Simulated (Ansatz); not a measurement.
We consider CsCl-type FeAl, described by PBEsol in Ansatz (plane waves, PAW).

Run with plane-wave cutoff 520 eV, 16×16×16 k mesh, Fermi–Dirac smearing 0.1 eV, perturbation theory, force constants from a 4×4×4 q mesh, no spin polarisation, scalar-relativistic PAW data made under PBE.

Computed at the level's own relaxed cell.

```
CELL_PARAMETERS angstrom
      2.84027     0.00000     0.00000
      0.00000     2.84027     0.00000
      0.00000     0.00000     2.84027
ATOMIC_POSITIONS crystal
  Al 0.50000 0.50000 0.50000
  Fe 0.00000 0.00000 0.00000
```

Harmonic phonon frequencies (cm⁻¹; i marks an imaginary mode):

| q point | frequencies |
|---|---|
| Γ | 0 0 0 362 362 362 |
| R | 223 223 223 366 366 366 |

No imaginary mode appears at these points.

Ansatz is a program for electronic structure.
